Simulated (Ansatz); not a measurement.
Take SrTiO₃ in the cubic perovskite structure (space group Pm-3m, No. 221; a = 3.936 Å) as the base. Axes: x, y, z lie along the cube axes.

It is then changed as follows: uniaxial stress, 0.5 GPa tension along x; all other stress components relax to zero.

Levels (all Ansatz, a quantum-chemistry and plane-wave program, PAW): PBE (420 eV, no spin-orbit coupling); r2SCAN (500 eV, no spin-orbit coupling); HSE06 (420 eV, no spin-orbit coupling); PBE+SOC (420 eV, with spin-orbit coupling).

One geometry, relaxed with PBE, under each level:

| level | band gap | lowest conduction level above the VBM at special points | pressure |
|---|---|---|---|
| PBE | 1.84 eV | Γ 1.84 eV; X 1.99 eV; Z 1.99 eV; R 3.67 eV | -0.17 GPa |
| r2SCAN | (withheld) | (withheld) | (withheld) |
| HSE06 | 3.27 eV | Γ 3.27 eV; X 3.45 eV; Z 3.45 eV | – |
| PBE+SOC | 1.82 eV | Γ 1.82 eV; X 1.99 eV; Z 1.99 eV; R 3.66 eV | -0.17 GPa |

Problem. Give the withheld r2SCAN results.

Solution. 
- r2SCAN, band gap: 2.20 eV
- r2SCAN, lowest conduction level above the VBM at special points: Γ 2.20 eV; X 2.35 eV; Z 2.35 eV; R 4.01 eV
- r2SCAN, pressure: -4.24 GPa

Single points use the geometry relaxed with PBE. Their cutoffs differ, which shifts pressures a little. HSE06 gaps are upper bounds (no full band path). Differences between runs with and without spin-orbit coupling are approximate. Load acts through the strain it causes; cell and atoms are relaxed under it. Beyond what the load breaks, stability against distortions was not tested. The runs without spin-orbit coupling are not spin-polarised. Many cubic perovskites are stable only at high temperature; tilts and polar distortions were not tested. k-point labels follow each cell's own Brillouin zone.
